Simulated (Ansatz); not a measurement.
# In vacancy + As on the In site (V_In+As_In) in zinc-blende InAs

Calculation: PBE, PAW (plane waves to 420 eV; Ansatz, a first-principles code). Set-up: 64-site cell; 2×2×2 shifted k-points; start: the In site; In 4.37 Å away; no spin–orbit coupling; the functional closes the host's gap; finite-size errors of tenths of an eV; relaxed from one start, so a lower configuration may exist.

Neighbours after relaxation, in Å: of the emptied site: As 2.28, As 2.31, As 2.34, As 2.44; of the As atom: As 2.51, As 2.55, As 2.56, As 2.56.

Formation energies E_f are those of the neutral cell. Chemical conditions: As-rich (Δμ(As) = 0.00 eV, Δμ(In) = -0.48 eV; only phases computed here count, gases as isolated molecules at 0 K); In-rich (Δμ(As) = -0.48 eV, Δμ(In) = 0.00 eV; only phases computed here count, gases as isolated molecules at 0 K). Reference phases: As: rhombohedral As, In: tetragonal indium.

The name describes the start; the neighbours show where the atoms ended.

| charge | moment (μB) | largest move off a lattice site (Å) | E_f, As-rich (eV) | E_f, In-rich (eV) |
|---|---|---|---|---|
| 0 | 1.0 | 0.40 | 2.82 | 4.27 |

All states together cost around 70 core-minutes (rough).
